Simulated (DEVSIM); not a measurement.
System: abrupt Ge n-p junction, at 350 K.

```csv
layer (left to right),material,thickness (μm),Nd (cm⁻³),Na (cm⁻³),τn (s),τp (s)
1,Ge,0.370,5.7e17,-,6.8e-6,6.8e-6
2,Ge,14.0,-,6.8e15,6.8e-6,6.8e-6
```

Left contact: ohmic. Right contact: ohmic. Voltage is applied to the left contact. Recombination: SRH at mid-gap. Mobility is constant in doping.

Constants are typed, rounded textbook-type inputs, not results; the design itself was drawn at random and stands for no fabricated device. Values at 300 K; Nc and Nv go as T^1.5, mobilities as T to minus their exponent, the gap by Varshni's rule with the affinity fixed.

```tsv
parameter	Ge
gap (eV)	0.664
affinity (eV)	4
permittivity	16
Nc (cm⁻³)	1.04e19
Nv (cm⁻³)	6e18
μn (cm²/Vs)	3900
μp (cm²/Vs)	1900
T exponent of μn	1.66
T exponent of μp	2.33
Varshni α (eV/K)	0.000477
Varshni β (K)	235
```

DEVSIM, 1D drift-diffusion, Boltzmann statistics, complete ionisation; no tunnelling, impact ionisation, image-force lowering or self-heating.

The temperature was swept, all else fixed.

```json
[
 {"temperature (K)": "250", "potential step across the device at zero bias (V)": "0.486", "largest field in the device at zero bias (V/cm)": "38000"},
 {"temperature (K)": "300", "potential step across the device at zero bias (V)": "0.414", "largest field in the device at zero bias (V/cm)": "40000"},
 {"temperature (K)": "350", "potential step across the device at zero bias (V)": "0.338", "largest field in the device at zero bias (V/cm)": "41000"},
 {"temperature (K)": "400", "potential step across the device at zero bias (V)": "0.262", "largest field in the device at zero bias (V/cm)": "43000"},
 {"temperature (K)": "450", "potential step across the device at zero bias (V)": "0.197", "largest field in the device at zero bias (V/cm)": "44000"},
 {"temperature (K)": "500", "potential step across the device at zero bias (V)": "0.152", "largest field in the device at zero bias (V/cm)": "44000"}
]
```

From the first row to the last the potential step across the device at zero bias goes from 0.486 to 0.152. From the first row to the last the largest field in the device at zero bias goes from 38000 to 44000.
